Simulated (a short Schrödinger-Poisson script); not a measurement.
Stack: symmetric double-gate stack, Al2O3 on p-type InP, at 300 K.

| layer | material | thickness (nm) | Na (cm⁻³) |
|---|---|---|---|
| 1 | Al2O3 | 5.8 | - |
| 2 | InP | 8 | 5e15 |
| 3 | Al2O3 | 5.8 | - |

Constants are typed, rounded textbook-type inputs, not results; the design itself was drawn at random and stands for no fabricated device. Al2O3: permittivity 9, conduction-band edge (eV) 3.03, gap (eV) 6.8, electron mass (mₑ) 0.3. InP: permittivity 12.5, conduction-band edge (eV) 0, gap (eV) 1.344, Nv at 300 K (cm⁻³) 1.1e19.

Channel valleys (confinement mass, in-plane density-of-states mass, number): Γ 0.08, 0.08, 1. At the gates, both at one voltage, the conduction-band edge of layer 1 lies 3.22 eV − eVg above the Fermi level of the channel. Gaps are held at their typed values at every temperature. Mesh 0.03 nm at interfaces.

From a short Schrödinger-Poisson script (our own, NumPy): 1D Poisson equation in equilibrium, electrons quantum, Hartree (BenDaniel-Duke, 12 states a valley, the channel's in-plane mass for all, wave functions ending at the dielectric), parabolic valleys, classical holes, full ionisation, no traps, pinning or gate leakage.

The same stack at other levels of the model or other numerical settings:

| run | sheet density of all electrons at Vg = 1.6 V (cm⁻²) | sheet density of all electrons at Vg = 0.4 V (cm⁻²) | capacitance of both gates at Vg = 1.6 V (μF/cm²) | rough cost against the base |
|---|---|---|---|---|
| base | 1.41e13 | 1.35e12 | 1.87 | about 1 |
| electrons treated as classical, Boltzmann | 2.13e13 | 2.51e12 | ___ | 0.07 |
| electrons treated as classical, Fermi-Dirac | 1.61e13 | ___ | 1.99 | 0.3 |
| electrons treated as quantum, Hartree plus LDA exchange-correlation | ___ | 1.50e12 | 1.88 | 2 |
| mesh six times as coarse | 1.41e13 | 1.35e12 | 1.87 | 0.3 |
| one subband a valley | 1.28e13 | 1.35e12 | 1.55 | 0.5 |

Problem. What belongs in the gaps?

Solution. 
- electrons treated as classical, Boltzmann, capacitance of both gates at Vg = 1.6 V (μF/cm²): 2.63
- electrons treated as quantum, Hartree plus LDA exchange-correlation, sheet density of all electrons at Vg = 1.6 V (cm⁻²): 1.45e13
- electrons treated as classical, Fermi-Dirac, sheet density of all electrons at Vg = 0.4 V (cm⁻²): 1.98e12

The classical rows ignore confinement, and Boltzmann statistics overrate the density once the band edge passes the Fermi level.

Above a few 1e12 electrons/cm² a light Γ valley is non-parabolic and upper valleys begin to fill, which the model leaves out.
